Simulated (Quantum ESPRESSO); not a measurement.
Worked example: self-consistent single point of a (001) slab of Au (cut from a parent of space group no. 225; 4 atoms in the cell) in Quantum ESPRESSO.

Method: PBEsol, GBRV 1.5 ultrasoft (PBESOL) pseudopotentials (plane waves; Quantum ESPRESSO).

```
Au
1.0
    2.87634     0.00000     0.00000
   -2.87634     2.87634     0.00000
    0.00000     0.00000    20.10160
Au
4
Direct
  0.00000   0.00000   0.44941
  0.00000   0.50000   0.34823
  0.00000   0.00000   0.65177
  0.00000   0.50000   0.55059
```

Reference input (self-consistent single point, DFT, PBEsol, plane waves, GBRV 1.5 ultrasoft (PBESOL) pseudopotentials): ecutwfc = 40 Ry; ecutrho = 320 Ry; occupations = smearing; smearing = fermi-dirac; degauss = 0.0073499 Ry; mixing_mode = local-TF; potentials = {Au: au_pbesol_v1.uspp.F.UPF}; K_POINTS = automatic 7 7 1 0 0 0; conv_thr = 1e-11 Ry; mixing_beta = 0.4. This run's input differs from it in these lines:

```diff
@@ -12,4 +12,4 @@
    ntyp = 1
-   ecutwfc = 40
-   ecutrho = 320
+   ecutwfc = 24
+   ecutrho = 192
    occupations = 'smearing'
```

Output (repeated stretches shortened):

```
     Self-consistent Calculation

     iteration #  1     ecut=    24.00 Ry     beta= 0.40

     Threshold (ethr) on eigenvalues was too large:
     Diagonalizing with lowered threshold

     negative rho (up, down):  1.561E-03 0.000E+00

     total energy              =    -458.92009751 Ry
     estimated scf accuracy    <       0.27904121 Ry

     iteration #  2     ecut=    24.00 Ry     beta= 0.40

     negative rho (up, down):  4.494E-03 0.000E+00

     total energy              =    -458.88585594 Ry
     estimated scf accuracy    <       0.09232704 Ry

     iteration #  3     ecut=    24.00 Ry     beta= 0.40

     negative rho (up, down):  4.126E-03 0.000E+00

     total energy              =    -458.90647081 Ry
     estimated scf accuracy    <       0.00186094 Ry

   [... 25 blocks of this kind left out ...]

     iteration # 29     ecut=    24.00 Ry     beta= 0.40

     negative rho (up, down):  1.797E-05 0.000E+00

     total energy              =    -458.90666091 Ry
     estimated scf accuracy    <          1.6E-11 Ry

     iteration # 30     ecut=    24.00 Ry     beta= 0.40

     negative rho (up, down):  1.811E-05 0.000E+00
     End of self-consistent calculation

     the Fermi energy is     2.9875 ev

!    total energy              =    -458.90666091 Ry
     estimated scf accuracy    <          5.1E-12 Ry
     smearing contrib. (-TS)   =      -0.00383677 Ry
     internal energy E=F+TS    =    -458.90282414 Ry

     convergence has been achieved in  30 iterations

     negative rho (up, down):  1.811E-05 0.000E+00

     Forces acting on atoms (cartesian axes, Ry/au):

     atom    1 type  1   force =     0.00000000   -0.00000000   -0.00541538
     atom    2 type  1   force =     0.00000000    0.00000000    0.00569152
     atom    3 type  1   force =     0.00000000   -0.00000000   -0.00569152
     atom    4 type  1   force =     0.00000000   -0.00000000    0.00541538

     Total force =     0.011110     Total SCF correction =     0.000014

     negative rho (up, down):  1.811E-05 0.000E+00
          total   stress  (Ry/bohr**3)                   (kbar)     P=      -24.64
  -0.00020076  -0.00000000   0.00000000          -29.53       -0.00        0.00
  -0.00000000  -0.00020076   0.00000000           -0.00      -29.53        0.00
   0.00000000   0.00000000  -0.00010095            0.00        0.00      -14.85

   JOB DONE.
```

The run converged in 30 iterations. Against the reference run the free energy rises by 16.4 meV/atom and the largest force hardly changes (0.150 to 0.146 eV/Å).

The starting cell has typed, rounded lattice constants, without a prior relaxation at this level. The slab is cut from that crystal, and its faces are unrelaxed. Its lattice was rescaled by up to half a per cent.

Cost on one core of a shared machine: roughly 2 min.
